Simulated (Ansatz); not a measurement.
Worked example: self-consistent single point of BaC2 (C2/c, 6 atoms in the cell) in Ansatz (an electronic-structure program).

Computed with LDA (PW92), PAW files made with PBE (plane waves; Ansatz).

```
CELL_PARAMETERS angstrom
      3.77493    -2.35399     0.00000
      3.77493     2.35399     0.00000
     -2.83915     0.00000     7.71389
ATOMIC_POSITIONS crystal
  Ba 0.81021 0.18979 0.25000
  Ba 0.18979 0.81021 0.75000
  C  0.58597 0.89327 0.44553
  C  0.41403 0.10673 0.55447
  C  0.10673 0.41403 0.05447
  C  0.89327 0.58597 0.94553
```

Reference input (self-consistent single point, DFT, PBEsol, plane waves, PAW files made with PBE): kpoints.mp_grid.grid = 5 5 3; hamiltonian.xc = pbesol; hamiltonian.pseudopotentials = {kind: paw} (an earlier, softer set of the program's PAW files); scf.occupations.method = fermi_dirac; scf.occupations.width = 0.05 eV. This run's input differs from it in these lines:

Ansatz 0.2 input:
```diff
@@ -16,3 +16,3 @@
 hamiltonian:
-  xc: pbesol
+  xc: lda
   pseudopotentials:
```

Output (repeated stretches shortened):

```
SCF iter   1: F=—  HF=-12532.398839 eV  |F-HF|=—  |Δ(HF+E_count)|=         —  Δρ=6.85e-2  dr2=6.26e0  ethr=3.10e-3  ⟨swp⟩=7.4  Hψ=3309  notcnv=0  defer=2
all-band conjugate gradients solve this SCF's bands
preconditioner: auto → Resta (q_TF=auto, 2.183 Å⁻¹)
SCF iter   2: F=—  HF=-12530.509495 eV  |F-HF|=—  |Δ(HF+E_count)|=    1.89e0  Δρ=2.89e-2  dr2=9.06e-1  ethr=3.10e-3  ⟨swp⟩=3.0  Hψ=1343  notcnv=0  defer=39
   [... lines left out ...]
SCF iter   5: F=—  HF=-12530.190355 eV  |F-HF|=—  |Δ(HF+E_count)|=   9.45e-4  Δρ=2.11e-4  dr2=7.95e-5  ethr=1.13e-5  ⟨swp⟩=2.5  Hψ=897  notcnv=0  defer=39
SCF iter   6: F=—  HF=-12530.190410 eV  |F-HF|=—  |Δ(HF+E_count)|=   5.42e-5  Δρ=3.92e-5  dr2=2.68e-6  ethr=2.21e-7  ⟨swp⟩=2.8  Hψ=909  notcnv=0  defer=39
SCF iter   7: F=—  HF=-12530.190410 eV  |F-HF|=—  |Δ(HF+E_count)|=   6.22e-7  Δρ=1.03e-5  dr2=2.07e-7  ethr=7.44e-9  ⟨swp⟩=3.0  Hψ=1095  notcnv=0  defer=39
SCF iter   8: F=-12530.190410 eV  HF=-12530.190410 eV  |F-HF|=2.69e-9  |Δ(HF+E_count)|=   3.53e-8  Δρ=1.73e-6  dr2=5.85e-9  ethr=2.78e-10  ⟨swp⟩=12.3  Hψ=2925  notcnv=0
SCF 1 converged in 8 iterations: F = -12530.190410 eV  dr2 = 5.85e-9
Free energy (F): -12530.190410 eV
Internal energy: -12530.190410 eV  (E = F + TS)
E sigma→0 (E₀):  -12530.190410 eV
Fermi energy:    5.469957 eV
--- Forces (eV/Å), atoms counted from 1 ---
  atom   1  Ba     0.00000000    -0.03302175    -0.00000000
  atom   2  Ba    -0.00000000     0.03302175     0.00000000
  atom   3  C      0.12814833    -0.51448021    -0.47427663
  atom   4  C     -0.12814833     0.51448021     0.47427663
  atom   5  C     -0.12814833    -0.51448021     0.47427663
  atom   6  C      0.12814833     0.51448021    -0.47427663
--- Stress (GPa, compression-positive) ---
       -2.121471       0.000000      -0.175616
        0.000000      -1.043636      -0.000000
       -0.175617      -0.000000      -1.264075
  P = ⅓ Tr σ = -1.4764 GPa (-14.764 kbar)
  The stress holds the Pulay correction. Without it, at fixed plane waves, as pw.x and ABINIT print it: P = -1.6084 GPa
```

The run converged in 8 iterations. Against the reference run the pressure goes from 0.47 to -1.48 GPa, the largest force goes from 1.240 to 0.711 eV/Å and the gap on the mesh goes from 2.215 to 2.161 eV.

The starting cell comes from a database of computed structures (which also holds hypothetical and non-ambient phases and stackings), without a prior relaxation at this level. Its lattice was rescaled by a random factor within 2.5 % of one. Ansatz's pressure includes its estimate of the finite-basis (Pulay) stress.
